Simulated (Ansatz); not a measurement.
**Si (P6₃/mmc, No. 194, 4 atoms in the cell; start mp-165; another form than the element's usual one)**

Computed with r²SCAN0 in Ansatz (PAW).

Numerical settings: plane-wave cutoff 520 eV, 9×9×4 k mesh (along the axes of the cell as run), Fermi–Dirac smearing 0.01 eV, scalar-relativistic PAW data made under PBE.

Cell (relaxed at this level):

```cif
data_Si4
_chemical_formula_sum 'Si4'
_space_group_name_H-M_alt 'P63/mmc'
_space_group_IT_number 194
_space_group_name_Hall '-P 6c 2c'
_cell_length_a 3.81977
_cell_length_b 3.81977
_cell_length_c 6.31746
_cell_angle_alpha 90.000
_cell_angle_beta 90.000
_cell_angle_gamma 120.000
loop_
_atom_site_label
_atom_site_type_symbol
_atom_site_symmetry_multiplicity
_atom_site_Wyckoff_symbol
_atom_site_fract_x
_atom_site_fract_y
_atom_site_fract_z
_atom_site_occupancy
Si1 Si 4 f 0.33333 0.66667 0.06301 1
```

```yaml
band_gap: 1.67 eV (indirect)
smallest_direct_gap_on_the_k_points_sampled: 2.51 eV
```

Note: the relaxation could not lower the start's symmetry, so the cell can be a saddle point above a distorted one.

Static lattice: no zero-point or thermal effects.

A start named mp-… is a Materials Project structure, which need not be a measured phase.

Ansatz is a first-principles code.
